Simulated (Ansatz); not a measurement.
## Response to strain in HgS

Consider HgS in the zinc blende structure (space group F-43m, No. 216; a = 5.876 Å).

Strains are applied to the cell and any free atomic positions relax.

Calculations: PBEsol (Ansatz, a first-principles code, PAW, scalar-relativistic without spin-orbit coupling).

Notes on the quantities. energy relative to the base: free energy F.

| case | energy relative to the base | volume per atom | pressure |
|---|---|---|---|
| base | 0 meV/atom | 25.36 Å³ | 0.0 GPa |
| isotropic strain −3.00 % | +44 meV/atom | 23.14 Å³ | 6.9 GPa |
| isotropic strain −2.50 % | +30 meV/atom | 23.50 Å³ | 5.5 GPa |
| isotropic strain −2.00 % | +19 meV/atom | 23.87 Å³ | 4.2 GPa |
| isotropic strain −1.00 % | +4.5 meV/atom | 24.61 Å³ | 2.0 GPa |
| isotropic strain −0.50 % | +1.1 meV/atom | 24.98 Å³ | 0.9 GPa |
| isotropic strain +0.50 % | +1.1 meV/atom | 25.74 Å³ | -0.9 GPa |
| isotropic strain +1.50 % | +9.1 meV/atom | 26.52 Å³ | -2.4 GPa |
| isotropic strain +2.00 % | … | 26.91 Å³ | … |
| isotropic strain +2.50 % | +24 meV/atom | 27.31 Å³ | -3.7 GPa |

Q: What belongs in the blanks?

A: 
- isotropic strain +2.00 %, energy relative to the base: +16 meV/atom
- isotropic strain +2.00 %, pressure: -3.1 GPa

A case with no gap was solved on a k-mesh chosen for an insulator, which is coarse for it. Stability against distortions was not tested. The final runs are not spin-polarised.
